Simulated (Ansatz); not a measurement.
## Ti, response to strain

The reference is Ti in the hcp (Mg type) structure (space group P6_3/mmc, No. 194; a = 2.936 Å, c = 4.637 Å). Axes: x lies along a and z along c of the hexagonal cell.

Strains are applied to the cell and any free atomic positions relax.

All numbers come from DFT with r2SCAN, PAW potentials and a 500 eV plane-wave cutoff in Ansatz (a quantum-chemistry and plane-wave program), without spin-orbit coupling.

Candidates:
(a) isotropic strain −1.02 %
(b) uniaxial strain ε_zz = +0.63 %
(c) isotropic strain +2.37 %

Notes on the quantities. energy relative to the base: free energy F.

Order them by energy relative to the base, lowest first.

(b) uniaxial strain ε_zz = +0.63 % (+0.4 meV/atom), (a) isotropic strain −1.02 % (+6.1 meV/atom), (c) isotropic strain +2.37 % (+30 meV/atom)

Without a gap, meshes like the base's 18×18×10 leave anisotropic stresses uncertain by several tenths of a GPa, and small strain energies with them. Whether these cells are dynamically stable was not tested. The final runs are not spin-polarised.
